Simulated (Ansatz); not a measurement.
GeSe (Fm-3m, No. 225, 2 atoms in the cell; start mp-10759; a measured phase of this formula has another space group) was calculated with HSE06 in Ansatz (plane waves, PAW).

Settings: plane-wave cutoff 520 eV, 8×8×8 k mesh, finite displacements, scalar-relativistic PAW data made under PBE.

Computed at the level's own relaxed cell.

Harmonic phonon frequencies (cm⁻¹; i marks an imaginary mode; at Γ without the LO shift):

```
q point            frequencies
-------  ---------------------
Γ         130i 130i 130i 0 0 0
X        107i 81i 81i 75 75 92
L        93 93 138 138 154 184
```

Imaginary modes appear, so the structure is dynamically unstable at this level.

Note: the relaxation could not lower the start's symmetry, so the cell can be a saddle point above a distorted one; the run finds an imaginary mode (130i cm⁻¹), so the cell is a saddle point at this level.

A start named mp-… is a Materials Project structure, which need not be a measured phase.

Ansatz is an electronic-structure program.
